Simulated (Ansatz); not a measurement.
N on the 1x1 (0001) surface of hcp Ru, one in a 2x2 cell, started at the site 'bridge Ru-Ru (span 2.7 Å)'

All values below come from r2SCAN, at the PBE geometry (plane waves to 500 eV, PAW; Ansatz, an electronic-structure program).

Set-up: 17 atoms, 6.3 Å thick at the start under the adsorbate (thin: gaps and levels are the slab's own); mesh 6x6x1; 0.1 eV smearing; dipole correction on; single point; on the structure that PBE left under its start's symmetry; no spin, no spin-orbit, no U, no dispersion correction. At the end it is bonded to 3 Ru. In PBE it is, or lies within 0.03 eV of, the lowest of the starts that converged; the order may differ at this level.

```
Property                                                                                                                        Value
--------------------------------------------------------------------------------------  ---------------------------------------------
adsorption energy against ½ N2(g) at the same level                                                                          -1.11 eV
work function of the top face                                                                                                 5.34 eV
change of the work function                                                                                                   0.34 eV
change of the step from the bottom to the top vacuum level, against the clean slab                                            0.39 eV
height of the binding atom over the mean of the host atoms within 0.3 Å of the top one                                        1.048 Å
nearest host atoms of the binding atom                                                       Ru at 1.93 Å, Ru at 1.93 Å, Ru at 1.93 Å
note                                                                                    the adsorbate left its starting site by 0.8 Å
cost                                                                                                    around 3 core-minutes (rough)
```

A negative adsorption energy means that the adsorbate is more stable on the surface than in its reference.
